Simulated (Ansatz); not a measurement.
Base system: Bi$_{2}$Se$_{3}$ in the Bi2Te3 type structure (space group R-3m, No. 166; a = 4.1443 Å, c = 28.4480 Å (hexagonal axes)).

The values are results of PBE-D3(BJ) (Ansatz, a program for electronic structure), no spin-orbit coupling, not measurements.

Before the change:

```
Property                              Result
---------------------  ---------------------
Valence-band top at Γ  0.00, -1.25, -1.25 eV
Volume per atom                     28.21 Å³
```

Modification: cell and atoms relaxed at a pressure of 0.7 GPa.

Problem. What does the calculation give for the valence-band top at Γ and volume per atom after the change?

Solution. The valence-band top at Γ (three highest levels, from the VBM) goes from 0.00, -1.25, -1.25 eV to 0.00, -1.31, -1.31 eV; the volume per atom falls by 0.47 Å³, from 28.21 Å³ to 27.74 Å³.

With Bi present, leaving out spin-orbit coupling can change the band edges. The levels and masses belong to the bands next to the band gap. Load acts through the strain it causes; cell and atoms are relaxed under it. Stability against distortions was not tested.
